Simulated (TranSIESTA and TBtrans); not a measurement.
Device: Ga chain with one bond stretched by 0.6 Å. Leads: straight Ga chain, spacing 2.703 Å. Geometry: as built, not relaxed. Transport runs along z; the first 4 and the last 4 of the 14 atoms are the lead cells, repeated to infinity.

```xyz
14
Lattice="9.000 0.000 0.000 0.000 9.000 0.000 0.000 0.000 38.442" Properties=species:S:1:pos:R:3 pbc="F F T"
Ga     4.500     4.500     0.000
Ga     4.500     4.500     2.703
Ga     4.500     4.500     5.406
Ga     4.500     4.500     8.109
Ga     4.500     4.500    10.812
Ga     4.500     4.500    13.515
Ga     4.500     4.500    16.218
Ga     4.500     4.500    19.521
Ga     4.500     4.500    22.224
Ga     4.500     4.500    24.927
Ga     4.500     4.500    27.630
Ga     4.500     4.500    30.333
Ga     4.500     4.500    33.036
Ga     4.500     4.500    35.739
```

Run with TranSIESTA and TBtrans (open boundaries, self-consistent; PseudoDojo norm-conserving potentials, scalar-relativistic): PAO.BasisSize DZP, PAO.EnergyShift 0.15 eV, XC.Authors PBE, Mesh.Cutoff 200 Ry, ElectronicTemperature 300 K, TS.Voltage 0.0 eV, TBT.Elecs.Eta 0.001 eV, no spin polarisation.

Energies count from the leads' Fermi level. Transmissions are for one spin of a degenerate pair. The energy step is 0.01 eV; narrower resonances are cut or missed.

```csv
E (eV),T
-0.20,0.881
-0.15,1.65
-0.10,2.40
-0.05,2.58
0.00,2.60
0.05,2.58
0.10,2.52
0.15,2.46
0.20,2.40
```

Task: Give the zero-bias conductance in μS and the resistance at 300 K.

Result: At the Fermi level T = 2.60. Averaged with −∂f/∂E over the full grid (kT = 25.9 meV) it is 2.57. With G0 = 2e²/h = 77.48 μS, G = 199 μS and R = 1/G = 5.03 kΩ.

Task: The eigenchannels at the Fermi level transmit 0.881, 0.861, 0.861. What Fano factor of the shot noise follows at low temperature and bias?

Result: F = Σ τ(1 − τ)/Σ τ = 0.344/2.60 = 0.13.

The straight chain is held at its spacing; free chains may zigzag or dimerise. No spin-polarised start was tried, so a magnetic state, if there is one, is missed.
